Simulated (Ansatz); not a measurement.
Data:

```
CELL_PARAMETERS angstrom
      4.06666     0.00000     0.00000
      0.00000     4.06666     0.00000
      2.03333    -2.03333     2.95328
ATOMIC_POSITIONS crystal
  Ca 0.00000 0.00000 0.00000
  Se 0.50000 0.50000 0.00000
```

No spin polarisation.

The values are results of PBEsol (Ansatz, a program for electronic structure), spin-orbit coupling left out, not measurements. k-mesh 10×10×10 (Γ-centred); smearing 0.05 eV (Fermi–Dirac).

Task: Predict the gap character, in-plane stress and space group.

Result: The gap character comes out as indirect, Γ → X and the mean in-plane stress (compression positive) comes out as +3.0 GPa. The space group comes out as I4/mmm (No. 139).

The cells carry an imposed strain or load. Stability against distortions was not tested. The cell was made from CaSe in the rock salt structure (space group Fm-3m, No. 225) by this change: biaxial strain −2.00 %, plane normal [001], relaxed out of plane.
